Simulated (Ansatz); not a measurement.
Take HgTe in the zinc blende structure (space group F-43m, No. 216) as the base.

```yaml
crystal:
  lattice:
    - [0.00000, 3.25489, 3.25489]
    - [3.25489, 0.00000, 3.25489]
    - [3.25489, 3.25489, 0.00000]
  atoms:
    - { symbol: Te, position: [0.75000, 0.75000, 0.75000] }
    - { symbol: Hg, position: [0.00000, 0.00000, 0.00000] }
```

Cartesian axes are those of the cell as printed.

Calculations: PBEsol/PAW in Ansatz (a quantum-chemistry and plane-wave program), no SOC.

Strains are applied to the cell and any free atomic positions relax.

One change was made to it. Results:

```json
[
 {"quantity": "energy relative to the base (free energy F)", "base": "0 meV/atom", "after": "+3.8 meV/atom"},
 {"quantity": "pressure", "base": "0.0 GPa", "after": "-1.1 GPa"}
]
```

### Question
Which of these changes matches the shifts?
A) isotropic strain +0.98 %
B) uniaxial strain ε_yy = +1.11 %
C) uniaxial strain ε_zz = +5.28 %

### Answer
A, isotropic strain +0.98 %. For comparison, the energy relative to the base in the other runs: uniaxial strain ε_yy = +1.11 % gives +0.7 meV/atom; uniaxial strain ε_zz = +5.28 % gives +15 meV/atom.

A case with no gap was solved on a k-mesh chosen for an insulator, which is coarse for it. No phonon test of stability was made. The final runs are not spin-polarised.
